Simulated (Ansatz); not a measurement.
Amorphous Be24Al16O48, 88 atoms at 2.77 g/cm³, one PBE-relaxed geometry, zone centre. Methods: PBE, scalar-relativistic without spin-orbit coupling (Ansatz, an electronic-structure program); r2SCAN, scalar-relativistic without spin-orbit coupling (Ansatz); HSE06, scalar-relativistic without spin-orbit coupling (Ansatz). Plane waves to 420 eV (r2SCAN 500 eV); exact exchange is cut at the cell's faces. At PBE the levels at the filled edge of the gap are localised (band-tail or defect states), and the nearest spread-out levels lie 4.5 eV apart at the zone centre. All rungs ran without spin polarisation.

Preparation: random packing, a CHGNet melt and quench, and a DFT relaxation. O atoms were pushed apart under 1.9 Å during the dynamics, to hinder bonds among them. The hot cell started wider than the set density and was brought back towards it in steps. It is the lowest in DFT energy of 2 quenches. It is a model cell: composition and starting density were chosen by hand, and all elements were melted together. No dispersion term was used. Its density started from a set value of 2.78 and ended at 2.77 g/cm³. Cooling (nominally 340 K/ps over its main leg) ran many orders faster than in experiment, which tends to leave more defects and strain. A cell of this size samples the disorder only roughly. The volume was free in the relaxation, at fixed shape. Stress components on the final sampling reach 3.0 GPa.

The relaxation ran on the zone centre alone. At PBE the level gap is 4.13 eV on a 2×2×2 Γ-centred mesh, and the spacing at the zone centre alone 4.17 eV.

Question: What zone-centre spacing does r2SCAN give, roughly?

Answer: 4.78 eV (+0.61 eV against PBE).

Question: What zone-centre spacing does HSE06 give, roughly?

Answer: 5.89 eV (+1.72 eV against PBE).

The highest filled and the lowest empty state spread over these numbers of atoms (participation numbers): PBE: 4.0 and 68.7; r2SCAN: 4.0 and 67.0; HSE06: 4.2 and 67.4.
